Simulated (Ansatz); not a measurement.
Do energy and pressure agree? Two volumes of Pb (Fm-3m, 1 atom in the cell)

```
Pb
1.0
    0.00000     2.46758     2.46758
    2.46758     0.00000     2.46758
    2.46758     2.46758     0.00000
Pb
1
Cartesian
  0.00000   0.00000   0.00000
```

Method of the run: PBE (plane waves, PAW; Ansatz, a first-principles code).

Settings: basis.ecutwfc = 1010 eV; kpoints.mp_grid.grid = 12 12 12; hamiltonian.xc = pbe; hamiltonian.pseudopotentials = {kind: paw} (the program's default PAW files); scf.occupations.method = gaussian; scf.occupations.width = 0.1 eV. This cutoff ends a ladder whose last two steps agree within 1 meV/atom.

The second cell is the first with its lattice scaled by 0.98, at the same fractional positions.

The starting cell has typed, rounded lattice constants, without a prior relaxation at this level. Its lattice was rescaled by up to half a per cent. Ansatz's pressure includes its estimate of the finite-basis (Pulay) stress.

| cell | volume (Å³/atom) | pressure (GPa) | F less the first cell's (meV/atom) |
|---|---|---|---|
| first | 30.0498 | 3.15 | 0.00 |
| second | 28.2826 | 6.69 | ? |

Task: Estimate the energy of the second cell from the pressures, and the bulk modulus between the two volumes.

Result: With P = −dF/dV, the trapezoid gives ΔF ≈ −(P₁ + P₂)/2 · ΔV = −(4.920 GPa) · (-1.7672 Å³) = 54.27 meV/atom (1 eV/Å³ = 160.22 GPa). The modulus at fixed fractional positions is B = −ΔP/Δln V = 58 GPa, a mean over the interval; zero pressure lies outside it, so this is not the modulus at equilibrium. P(V) is curved, so the trapezoid lies high by about |ΔV|³·B·(1 + B′)/(12·V̄²) = 0.99 meV/atom for an assumed B′ = 4, which leaves 53.28 meV/atom. The runs gave 53.20 meV/atom, a miss of 0.08 meV/atom. Cases were kept where this miss is small, so the page shows the method and is no test of it.

Left out of this page: 15 runs of the series outside the window shown, repeating another row's setting, or not comparable.

Keys are those of Ansatz 0.2.
